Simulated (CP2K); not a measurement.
Worked example: self-consistent single point of Sr2Ir (Fm-3m, 3 atoms in the cell) in CP2K.

Computed with CP2K with PBEsol, GPW, DZVP-MOLOPT-SR-GTH basis, GTH-PBE potentials (GTH_POTENTIALS).

```
Sr2Ir
1.0
    5.06913     0.00000     0.00000
    2.53457     4.38999     0.00000
    2.53457     1.46333     4.13893
Sr Ir
2 1
Cartesian
  7.60370   4.39000   3.10420
  2.53457   1.46333   1.03473
  0.00000   0.00000   0.00000
```

Reference input (self-consistent single point, DFT LDA (Pade form), GPW, DZVP-MOLOPT-SR-GTH basis, GTH-PADE potentials (GTH_POTENTIALS)): CUTOFF = 500 Ry; REL_CUTOFF = 50 Ry; SMEAR/METHOD = GAUSSIAN; SIGMA = 0.136 eV; KPOINTS/SCHEME = MONKHORST-PACK 6 6 6; GAMMA_CENTERED = T; XC_FUNCTIONAL = PADE; Sr/BASIS_SET = DZVP-MOLOPT-SR-GTH; Sr/POTENTIAL = GTH-PADE-q10; Ir/BASIS_SET = DZVP-MOLOPT-SR-GTH; Ir/POTENTIAL = GTH-PADE-q17; METHOD = GPW. This run's input differs from it in these lines:

```diff
@@ -44,3 +44,6 @@
     &XC
-      &XC_FUNCTIONAL PADE
+      &XC_FUNCTIONAL
+        &PBE
+          PARAMETRIZATION PBESOL
+        &END PBE
       &END XC_FUNCTIONAL
@@ -76,3 +79,3 @@
       BASIS_SET DZVP-MOLOPT-SR-GTH
-      POTENTIAL GTH-PADE-q10
+      POTENTIAL GTH-PBE-q10
     &END KIND
@@ -80,3 +83,3 @@
       BASIS_SET DZVP-MOLOPT-SR-GTH
-      POTENTIAL GTH-PADE-q17
+      POTENTIAL GTH-PBE-q17
     &END KIND
```

Output, abridged:

```
 SCF WAVEFUNCTION OPTIMIZATION

  Step     Update method      Time    Convergence         Total energy    Change
     1 NoMix/Diag. 0.30E+00      -     1.83217737      -167.4102878946 -1.67E+02
     2 Broy./Diag. 0.30E+00      -     0.09512635      -164.7153425023  2.69E+00
     3 Broy./Diag. 0.30E+00      -     0.10485603      -165.8565260148 -1.14E+00
     4 Broy./Diag. 0.30E+00      -     0.11173993      -166.9878930693 -1.13E+00
     5 Broy./Diag. 0.30E+00      -     0.07466081      -165.7427028410  1.25E+00
     6 Broy./Diag. 0.30E+00      -     0.01747689      -166.6400049458 -8.97E-01
   [... 7 lines left out ...]
    14 Broy./Diag. 0.30E+00      -     0.00001541      -166.6898806413 -5.44E-04
    15 Broy./Diag. 0.30E+00      -     0.00002055      -166.6898502671  3.04E-05
    16 Broy./Diag. 0.30E+00      -     0.00000285      -166.6898785074 -2.82E-05
    17 Broy./Diag. 0.30E+00      -     0.00000075      -166.6898741567  4.35E-06
  *** SCF run converged in    17 steps ***

  Overlap energy of the core charge distribution:               0.00000000000001
  Self energy of the core charge distribution:               -277.39321191098020
  Core Hamiltonian energy:                                     61.19921824307511
  Hartree energy:                                              68.66213084126103
  Exchange-correlation energy:                                -19.15692426909363
  Smearing free energy correction:                             -0.00108705955516
  Fermi energy:                                                 0.26005913721782

  Total energy:                                              -166.68987415671461
  Total energy (extrapolated to sigma->0):                   -166.68933062693702

   [... lines left out ...]

 STRESS| Analytical stress tensor [bar]
 STRESS|                        x                   y                   z
 STRESS|      x        4.34047408568E+03   6.75624661786E-01   4.77738926571E-01
 STRESS|      y        6.75624661786E-01   4.33966336380E+03   4.45630706822E-01
 STRESS|      z        4.77738926571E-01   4.45630706822E-01   4.33935893277E+03
 STRESS| 1/3 Trace                                             4.33983212742E+03
```

The run converged in 17 iterations. Against the reference run the pressure goes from -2.40 to 0.43 GPa.

The starting cell comes from a database of computed structures (which also holds hypothetical and non-ambient phases and stackings), without a prior relaxation at this level. Its lattice was rescaled by a random factor within 2.5 % of one. Spin polarisation is off. Values carry the incompleteness of an atom-centred basis. The potentials were made for another functional than the one used.

Cost on one core of a shared machine: roughly 50 s.
